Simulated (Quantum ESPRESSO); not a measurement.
Worked example: self-consistent single point of Zr (P6_3/mmc, 4 atoms in the cell) in Quantum ESPRESSO.

Computed with PBE, GBRV 1.5 ultrasoft (PBE) pseudopotentials (plane waves; Quantum ESPRESSO 7.5).

```yaml
crystal:
  lattice:
    - [3.15986, 0.00000, 0.00000]
    - [-1.57993, 2.73652, 0.00000]
    - [0.00000, 0.00000, 10.16688]
  atoms:
    - { symbol: Zr, position: [0.00000, 0.00000, 0.00000] }
    - { symbol: Zr, position: [0.00000, 0.00000, 0.50000] }
    - { symbol: Zr, position: [0.33333, 0.66667, 0.25000] }
    - { symbol: Zr, position: [0.66667, 0.33333, 0.75000] }
```

Reference input (self-consistent single point, DFT, PBE, plane waves, GBRV 1.5 ultrasoft (PBE) pseudopotentials): ecutwfc = 40 Ry; ecutrho = 320 Ry; occupations = smearing; smearing = marzari-vanderbilt; degauss = 0.0036749 Ry; potentials = {Zr: zr_pbe_v1.uspp.F.UPF}; K_POINTS = automatic 12 12 4 0 0 0; conv_thr = 1e-10 Ry. This run's input differs from it in these lines:

```diff
@@ -12,4 +12,4 @@
   ntyp = 1
-  ecutwfc = 40
-  ecutrho = 320
+  ecutwfc = 80
+  ecutrho = 640
   occupations = 'smearing'
```

Output, abridged:

```
     Self-consistent Calculation

     iteration #  1     ecut=    80.00 Ry     beta= 0.70

     Threshold (ethr) on eigenvalues was too large:
     Diagonalizing with lowered threshold

     negative rho (up, down):  2.447E-01 0.000E+00

     total energy              =    -396.57619210 Ry
     estimated scf accuracy    <       0.06209630 Ry

     iteration #  2     ecut=    80.00 Ry     beta= 0.70

     negative rho (up, down):  2.460E-01 0.000E+00

     total energy              =    -396.55466135 Ry
     estimated scf accuracy    <       0.10687163 Ry

     iteration #  3     ecut=    80.00 Ry     beta= 0.70

     negative rho (up, down):  2.476E-01 0.000E+00

     total energy              =    -396.56978000 Ry
     estimated scf accuracy    <       0.22542800 Ry

   [... 8 blocks of this kind left out ...]

     iteration # 12     ecut=    80.00 Ry     beta= 0.70

     negative rho (up, down):  2.481E-01 0.000E+00

     total energy              =    -396.59046858 Ry
     estimated scf accuracy    <          2.6E-10 Ry

     iteration # 13     ecut=    80.00 Ry     beta= 0.70

     negative rho (up, down):  2.481E-01 0.000E+00
     End of self-consistent calculation

     the Fermi energy is    15.0504 ev

!    total energy              =    -396.59046858 Ry
     estimated scf accuracy    <          5.0E-12 Ry
     smearing contrib. (-TS)   =      -0.00004071 Ry
     internal energy E=F+TS    =    -396.59042787 Ry

     convergence has been achieved in  13 iterations

     negative rho (up, down):  2.481E-01 0.000E+00

     Forces acting on atoms (cartesian axes, Ry/au):

     atom    1 type  1   force =     0.00000000   -0.00000000    0.00000000
   [... zero for the other atoms too ...]

     Total force =     0.000000     Total SCF correction =     0.000000

     negative rho (up, down):  2.481E-01 0.000E+00
          total   stress  (Ry/bohr**3)                   (kbar)     P=       61.95
   0.00039083   0.00000000   0.00000000           57.49        0.00        0.00
   0.00000000   0.00039083   0.00000000            0.00       57.49        0.00
   0.00000000   0.00000000   0.00048180            0.00        0.00       70.88

   JOB DONE.
```

The run converged in 13 iterations. Against the reference run the free energy falls by 1.6 meV/atom and the pressure moves little (6.19 to 6.20 GPa).

The starting cell was generated: these elements placed on a structure prototype, without a prior relaxation; it need not be a known phase or ordering of this composition. Its lattice was rescaled by a random factor within 2.5 % of one.

Cost on one core of a shared machine: roughly 9 min.
